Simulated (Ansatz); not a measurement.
The reference is YN in the rock salt structure (space group Fm-3m, No. 225; a = 4.856 Å). Axes: x, y, z lie along the cube axes.

The change: biaxial strain −0.18 %, plane normal [001], relaxed out of plane (Cartesian); in-plane vectors clamped, the third vector and the atoms free.

Levels (all Ansatz, an electronic-structure program, PAW): PBEsol (420 eV, no spin-orbit coupling); r2SCAN (500 eV, no spin-orbit coupling).

The geometry is relaxed with PBEsol.

* **PBEsol pressure**: 4.8 kbar
* **PBEsol smallest direct gap**: 0.44 eV
* **PBEsol lowest conduction level above the VBM at special points**: X 0.07 eV; M 0.07 eV; S 2.45 eV; S₀ 2.45 eV

With r2SCAN at the same geometry, the electron mass amounts to 1.3 mₑ along k, 0.14 mₑ across (at X); the pressure rises by 43.8 kbar, from 4.8 kbar to 48.6 kbar; the smallest direct gap goes up by 0.47 eV, from 0.44 eV to 0.91 eV; the lowest conduction level above the VBM at special points changes from X 0.07 eV; M 0.07 eV; S 2.45 eV; S₀ 2.45 eV to X 0.53 eV; M 0.54 eV; S 2.91 eV; S₀ 2.91 eV.

Single points use the geometry relaxed with PBEsol. Their cutoffs differ, which shifts pressures a little. Masses are band curvatures over ±0.01 Å⁻¹ around the edge. Along k means along the line from Γ to the band edge. Whether these cells are dynamically stable was not tested. The zero or small gap of YN can change with the level of theory. k-point labels follow each cell's own Brillouin zone.
